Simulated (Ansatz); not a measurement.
# What biaxial strain +2.00 %, plane normal [001], relaxed out of plane does to Ca

Base system: Ca in the fcc (Cu type) structure (space group Fm-3m, No. 225; a = 5.456 Å; relaxed with 0.1 eV smearing). Axes: x, y, z lie along the cube axes.

It is then changed as follows: biaxial strain +2.00 %, plane normal [001], relaxed out of plane (Cartesian); in-plane vectors clamped, the third vector and the atoms free.

The values are results of PBEsol, PAW, 420 eV (Ansatz, a quantum-chemistry and plane-wave program; no SOC), not measurements. Settings: 21×21×21 k-points, 0.1 eV Fermi–Dirac smearing.

```tsv
quantity	base	changed	shift
volume per atom	40.60 Å³	41.01 Å³	+0.41 Å³
shortest interatomic distance	3.858 Å	3.841 Å	-0.0164 Å
energy relative to the base (free energy F)	0 meV/atom	+1.5 meV/atom	+1.5 meV/atom
pressure (mean of the normal stresses, compression positive)	0.0 GPa	-0.2 GPa	-0.2 GPa
band gap	zero	zero	–
out-of-plane strain	–	-2.91 %	–
ratio −ε⊥/ε∥	–	1.46	–
mean in-plane stress (compression positive)	–	-0.3 GPa	–
```

Final structure (turned so that z lies along the plane normal):

```yaml
crystal:
  lattice:
    - [3.93499, 0.00000, 0.00000]
    - [0.00000, 3.93499, 0.00000]
    - [1.96749, -1.96749, 2.64844]
  atoms:
    - { symbol: Ca, position: [0.00000, 0.00000, 0.00000] }
```

Whether these cells are dynamically stable was not tested.
